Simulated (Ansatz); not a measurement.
Structures of equal composition on the (110) surface of bcc Nb: p(2x2), one Nb adatom; one added row of Nb in 4. The slabs share one bottom face, and each structure is named by its start. These are constructed structures in small cells; real faces may alloy, dewet or reconstruct in larger ones, and not all known structures of the face are among them. Slabs of about 12 Å with all that they carry, Fermi-Dirac smearing of 0.1 eV. Bottom of the slabs: a bare face, its two planes held. Relaxed from the named starts with such symmetry as they have, on meshes of like density; energies extrapolated to zero smearing; no spin-orbit coupling, no U. Spin-polarised runs, if any, are marked in brackets, and their order is one that fits the cell; the others ran without spin. The cells differ, so small differences also carry the error of unlike k-meshes.

All values below come from PBE (plane waves to 420 eV, PAW; Ansatz, a quantum-chemistry and plane-wave program).

Put the candidates in order of energy per 1x1 cell, lowest first, for PBE.

one added row of Nb in 4 (0.00 eV), p(2x2), one Nb adatom (0.18 eV)
